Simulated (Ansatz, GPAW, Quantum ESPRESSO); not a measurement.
## One structure in several programs: Pt₃W (I4/mmm, 4 atoms in the cell)

Self-consistent single point.

```
Pt3W
1.0
   -1.94790     1.94790     4.01834
    1.94790    -1.94790     4.01834
    1.94790     1.94790    -4.01834
Pt W
3 1
Cartesian
  0.00000   1.94790   2.00917
  1.94790   0.00000   2.00917
  0.00000   0.00000   4.01834
  0.00000   0.00000   0.00000
```

All programs got the same cell, k-point mesh and kind of occupations (in Ansatz's words: kpoints.mp_grid.grid = 8 8 8; scf.occupations.method = fermi_dirac; scf.occupations.width = 0.1 eV); potentials, basis and cutoffs are each program's usual ones.

| code | model | pressure (GPa) | cutoff |
|---|---|---|---|
| GPAW | PBEsol, GPAW PAW datasets PBEsol (made by gpaw-setup) | -5.41 | 600 eV |
| Ansatz | PBEsol, PAW files made with PBE | -5.18 | 420 eV |
| Quantum ESPRESSO | PBEsol, SSSP 1.1.2 efficiency (PBE) pseudopotentials | -6.69 | 40 Ry |

The spread over the programs that give each value: pressure within 1.51 GPa.

The starting cell comes from a database of computed structures (which also holds hypothetical and non-ambient phases and stackings), without a prior relaxation at this level. On Ansatz's run: Spin-orbit coupling is off. Spin polarisation is off. In the base run, with a pressure of about -5 GPa the cell is away from its equilibrium volume at this level.

Problem. Why do the programs differ, and what cannot be compared?

Solution. Differences of this kind can come from the potentials, where these differ, and from what each basis and cutoff leave unconverged. The valence holds different numbers of electrons (GPAW 62, Ansatz (an electronic-structure program) 68, Quantum ESPRESSO 62). The zero of total energies and Fermi levels follows the potentials and each program's conventions, so they are not compared here. Ansatz's pressure is given at a fixed set of plane waves, as the other plane-wave codes print theirs; with its correction for the finite basis it is -5.11 GPa. In the pressure, Quantum ESPRESSO (by 1.27) lies more than 1 GPa from the median of the plane-wave programs.

Left out of this page: ABINIT (stopped by limits of time or memory); FLEUR (not drawn, or without a comparable value); SIESTA (unsound by tests on forces, stress, charge or solver warnings).

Keys are those of Ansatz 0.2.
